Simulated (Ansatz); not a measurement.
A. rock salt HfN
B. Ta in the bcc (W type) structure
C. Mg₂Si (Fm-3m, relaxed from the fluorite type)
D. TiB2 (P6/mmm, relaxed from the AlB2 type)

### Question
Rank these crystals by volume expansion coefficient at 300 K, lowest first, as quasi-harmonic approximation on PBEsol density-functional theory in Ansatz (plane waves, PAW) gives it.

### Answer
D (14.6 × 10⁻⁶ K⁻¹), A (19.2 × 10⁻⁶ K⁻¹), B (23.1 × 10⁻⁶ K⁻¹), C (45.9 × 10⁻⁶ K⁻¹)

 Spin-orbit coupling is not included. The runs of Mg2Si (PBEsol), Ta (PBEsol) noted for some cells that some bands missed the eigensolver's tolerance; how far this moves their values was not measured.

The crystal is held in this phase throughout; melting and phase transitions are not modelled.

The PAW data sets were generated under PBE and serve the other functionals too.

Ansatz is a quantum-chemistry and plane-wave program.
